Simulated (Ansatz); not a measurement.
Abridged Ansatz (a quantum-chemistry and plane-wave program) output:

```
Relaxation: its limit of steps is 60 (relax.max_steps)
Pseudopotential: Hf, paw, valence charge 26
Crystal: 2 atoms, lattice volume = 41.849 Å³
Basis set: ecut = 420 eV, 809 PW (Γ), exchange–correlation on 48×48×72 points (8 copies of the dense FFT grid, shifted against one another)
Bands: 32, of which v1, the nominal top of the filled ones, is band 26 counted from 1 (25 counted from 0)
Symmetry: 24 space group operations
k-points: 165 of 2601
Functional: x = pbe(κ = 0.804, μ = 0.2195149727645171), c = pbe(β = 0.06672455060314922)
SCF iter   1: F=—  HF=-31444.543906 eV  |F-HF|=—  |Δ(HF+E_count)|=         —  Δρ=3.62e-2  dr2=6.31e-1  ethr=3.10e-3  ⟨swp⟩=5.3  Hψ=18910  notcnv=0
SCF iter   2: F=—  HF=-31444.417907 eV  |F-HF|=—  |Δ(HF+E_count)|=   1.26e-1  Δρ=2.28e-2  dr2=2.47e-1  ethr=1.21e-3  ⟨swp⟩=3.1  Hψ=10823  notcnv=0  defer=29
SCF 1 converged in 8 iterations: F = -31444.335703 eV  dr2 = 1.75e-8
relax step   1: F+E_penalty+E_count = -31444.33570303 eV  Δ(F+E_penalty+E_count) = +0.000e0 eV  max|allowed force component| = 3.238e-16 eV/Å  Δτ_max = 0.0000 Å  P = +9.008 GPa  Ω = 41.849 Å³  (8 SCF iters, dr2 threshold 1.00e-7 eV, accepted)
[... steps on the carried basis left out ...]
relax step   6: F+E_penalty+E_count = -31444.13343080 eV  Δ(F+E_penalty+E_count) = +7.718e-4 eV  max|allowed force component| = 2.498e-16 eV/Å  Δτ_max = 0.0000 Å  P = +17.988 GPa  Ω = 39.415 Å³  stress off target by 1.64e-2 GPa  SCF on the basis re-selected at this cell (its energy is not comparable with the rows above)  (7 SCF iters)
SCF converged after 7 iterations
Free energy (F): -31444.133431 eV
Internal energy: -31444.121931 eV  (E = F + TS)
E sigma→0 (E₀):  -31444.127681 eV
Entropy (-TS):   -0.011500 eV (-5.750 meV/atom)
Fermi energy:    20.867554 eV
--- Forces (eV/Å), atoms counted from 1 ---
  atom   1  Hf     0.00000000     0.00000000     0.00000000
  atom   2  Hf    -0.00000000    -0.00000000    -0.00000000
--- Stress (GPa, compression-positive) ---
       17.983649      -0.000000       0.000000
        0.000000      17.983649      -0.000000
        0.000000      -0.000000      17.996880
  P = ⅓ Tr σ = 17.9881 GPa (179.881 kbar)
--- Relaxed structure (5 steps of the walk, 4 accepted, 1 SCFs on fresh bases) ---
  cell:  # Å, volume = 39.4151 Å³
    - [3.058511323981552, 4.620335375573808e-34, 2.227747564627778e-18]
    - [-1.529255661990776, 2.6487485043304013, -1.1138737823138895e-18]
    - [3.5329907249102665e-18, -1.0991103045333922e-33, 4.865323804285414]
  atoms:
    - { symbol: Hf, position: [0.33333333333333337, 0.6666666666666667, 0.7500000000000001] }
    - { symbol: Hf, position: [0.6666666666666667, 0.33333333333333337, 0.25000000000000006] }
```

Q: What was computed, and what are the main results?

A: Hf, 2 atoms in the cell, with Kohn–Sham DFT with the PBE functional, run in Ansatz with PAW and 420 eV plane waves, scalar-relativistic without spin-orbit coupling, earlier PAW set, from a series relaxed to a target (pressure 18 GPa). The last SCF converged to F = -31444.133431 eV, or -15722.0667 eV per atom, at a pressure of 17.99 GPa. The total energy compares only with runs of the same code, potentials and settings.

Load acts through the strain it causes; cell and atoms are relaxed under it. Stability against distortions was not tested. No other phases were tried under pressure. The final runs are not spin-polarised. The cell was made from Hf in the hcp (Mg type) structure (space group P6_3/mmc, No. 194) by this change: pressure 18 GPa.

Keys are those of Ansatz 0.2.
